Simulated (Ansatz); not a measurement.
For SrScHO2 (model structure, started from the SrVO2H type, P4/mmm, No. 123, 5 atoms in the cell), PBE (plane waves, PAW; Ansatz, a program for electronic structure) gives:

lattice constant a: 4.135 Å
lattice parameter c: 3.870 Å
bulk modulus: 103 GPa
cohesive energy: 5.28 eV/atom
band gap: 2.41 eV

Q: What does r²SCAN in Ansatz (PAW) give for the same quantities?

A: 
- lattice constant a: 4.111 Å (decreases by 0.6 %)
- lattice parameter c: 3.837 Å (drops by 0.9 %)
- bulk modulus: 113 GPa (grows by 9.7 %)
- cohesive energy: 5.44 eV/atom (increases by 0.16 eV/atom)
- band gap: 2.89 eV (grows by 0.48 eV)

Changes are worked out from the printed values.

Unless a cell is named, each level is at its own relaxed cell (PBE 13.23, r²SCAN 12.97 Å³/atom).

Levels without +SOC have no spin–orbit coupling; where heavier elements are present it shifts gaps, mostly down, and can invert bands. Density-functional gaps are differences of (generalised) Kohn–Sham levels.

Caveats: the bulk modulus is −V dP/dV from two relaxed cells at ±2 % in volume (PBE, r²SCAN). Ansatz's density-functional and Hartree–Fock values are scalar-relativistic unless marked +SOC, with PAW data made under PBE.

A model structure was made by putting elements into a prototype or built by hand; it is no filed structure, need not be a known phase, and can be a saddle point held by its symmetry.
